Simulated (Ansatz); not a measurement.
MgO (model structure, started from the BeO type, P4₂/mnm, No. 136, 8 atoms in the cell) was calculated with r²SCAN in Ansatz (plane waves, PAW).

Input file:

Ansatz 0.2 input:
```yaml
crystal:
  lattice:
    - [5.4985219533, 0.0, 0.0]
    - [0.0, 5.4985219533, 0.0]
    - [0.0, 0.0, 3.2662811579]
  atoms:
    - { symbol: Mg, position: [0.320903319, 0.679096681, 0.0] }
    - { symbol: Mg, position: [0.679096681, 0.320903319, 0.0] }
    - { symbol: Mg, position: [0.820903319, 0.820903319, 0.5] }
    - { symbol: Mg, position: [0.179096681, 0.179096681, 0.5] }
    - { symbol: O, position: [0.3163470797, 0.3163470797, 0.0] }
    - { symbol: O, position: [0.6836529203, 0.6836529203, 0.0] }
    - { symbol: O, position: [0.1836529203, 0.8163470797, 0.5] }
    - { symbol: O, position: [0.8163470797, 0.1836529203, 0.5] }
basis:
  ecutwfc: 560
  ecutrho_ratio: 4
  xc_grid: 3
kpoints:
  mp_grid: { grid: [6, 6, 10] }
  band_path:
    path:
      - [0.0, 0.0, 0.0]
      - [0.0, 0.1, 0.0]
      - [0.0, 0.2, 0.0]
      - [0.0, 0.3, 0.0]
      - [0.0, 0.4, 0.0]
      - [0.0, 0.5, 0.0]
      - [0.1, 0.5, 0.0]
      - [0.2, 0.5, 0.0]
      - [0.3, 0.5, 0.0]
      - [0.4, 0.5, 0.0]
      - [0.5, 0.5, 0.0]
      - [0.428571, 0.428571, 0.0]
      - [0.357143, 0.357143, 0.0]
      - [0.285714, 0.285714, 0.0]
      - [0.214286, 0.214286, 0.0]
      - [0.142857, 0.142857, 0.0]
      - [0.071429, 0.071429, 0.0]
      - [0.0, 0.0, 0.055556]
      - [0.0, 0.0, 0.111111]
      - [0.0, 0.0, 0.166667]
      - [0.0, 0.0, 0.222222]
      - [0.0, 0.0, 0.277778]
      - [0.0, 0.0, 0.333333]
      - [0.0, 0.0, 0.388889]
      - [0.0, 0.0, 0.444444]
      - [0.0, 0.0, 0.5]
      - [0.0, 0.1, 0.5]
      - [0.0, 0.2, 0.5]
      - [0.0, 0.3, 0.5]
      - [0.0, 0.4, 0.5]
      - [0.0, 0.5, 0.5]
      - [0.1, 0.5, 0.5]
      - [0.2, 0.5, 0.5]
      - [0.3, 0.5, 0.5]
      - [0.4, 0.5, 0.5]
      - [0.5, 0.5, 0.5]
      - [0.428571, 0.428571, 0.5]
      - [0.357143, 0.357143, 0.5]
      - [0.285714, 0.285714, 0.5]
      - [0.214286, 0.214286, 0.5]
      - [0.142857, 0.142857, 0.5]
      - [0.071429, 0.071429, 0.5]
      - [0.0, 0.5, 0.055556]
      - [0.0, 0.5, 0.111111]
      - [0.0, 0.5, 0.166667]
      - [0.0, 0.5, 0.222222]
      - [0.0, 0.5, 0.277778]
      - [0.0, 0.5, 0.333333]
      - [0.0, 0.5, 0.388889]
      - [0.0, 0.5, 0.444444]
      - [0.5, 0.5, 0.055556]
      - [0.5, 0.5, 0.111111]
      - [0.5, 0.5, 0.166667]
      - [0.5, 0.5, 0.222222]
      - [0.5, 0.5, 0.277778]
      - [0.5, 0.5, 0.333333]
      - [0.5, 0.5, 0.388889]
      - [0.5, 0.5, 0.444444]
    npoints: 1
hamiltonian:
  xc: r2scan
  dispersion: none
  pseudopotentials: { kind: paw }
scf:
  occupations: { method: fermi_dirac, width: 0.01 }
  convergence: { dr2_threshold: 0.0000000008 }
output:
  forces: true
  stress: true
  eigenvalues: true
  write_bands: true
```

The run printed, among other lines:

```
Crystal: 8 atoms, lattice volume = 98.752 Å³
Basis set: ecut = 560 eV, 3025 PW (Γ), exchange–correlation on 135×135×81 points (27 copies of the dense FFT grid, shifted against one another)
Bands: 40, of which v1, the nominal top of the filled ones, is band 32 counted from 1 (31 counted from 0)
Symmetry: 16 space group operations
Space group: P42/mnm (ITA 136), of the structure as read, at distance tolerance 4.6e-5 Å
k-points: 60 of 360
Functional: x = r2scan, c = r2scan; τ floored in thin density (d = 2e-4 eV/Å³)
SCF iter   1: F=—  HF=-9992.030813 eV  |F-HF|=—  |Δ(HF+E_count)|=         —  Δρ=8.51e-3  dr2=3.84e-2  dr2_τ=2.68e-1
SCF iter   2: F=—  HF=-9992.231246 eV  |F-HF|=—  |Δ(HF+E_count)|=   2.00e-1  Δρ=4.32e-3  dr2=9.23e-3  dr2_τ=7.39e-4
  ...
SCF iter   7: F=—  HF=-9992.231307 eV  |F-HF|=—  |Δ(HF+E_count)|=   5.96e-8  Δρ=2.48e-6  dr2=6.77e-9  dr2_τ=4.10e-10
SCF iter   8: F=-9992.231307 eV  HF=-9992.231307 eV  |F-HF|=3.11e-10  |Δ(HF+E_count)|=   1.94e-9  Δρ=8.37e-7  dr2=5.50e-10  dr2_τ=5.25e-11
SCF 1 converged in 8 iterations: F = -9992.231307 eV  dr2 = 5.50e-10
SCF converged after 8 iterations
Free energy (F): -9992.231307 eV
Internal energy: -9992.231307 eV  (E = F + TS)
E sigma→0 (E₀):  -9992.231307 eV
Fermi energy:    6.026486 eV
--- Stress (GPa, compression-positive) ---
       -0.013521       0.000000       0.000000
        0.000000      -0.013521       0.000000
        0.000000       0.000000       0.002470
  P = ⅓ Tr σ = -0.0082 GPa (-0.082 kbar)
```

The PAW data were made under PBE.

Note: the relaxation could raise the start's symmetry but not lower it, so the cell can be a saddle point.

Computing time: very roughly 70 core-seconds.

A model structure was made by putting elements into a prototype or built by hand; it is no filed structure, need not be a known phase, and can be a saddle point held by its symmetry.

Ansatz is an electronic-structure program.
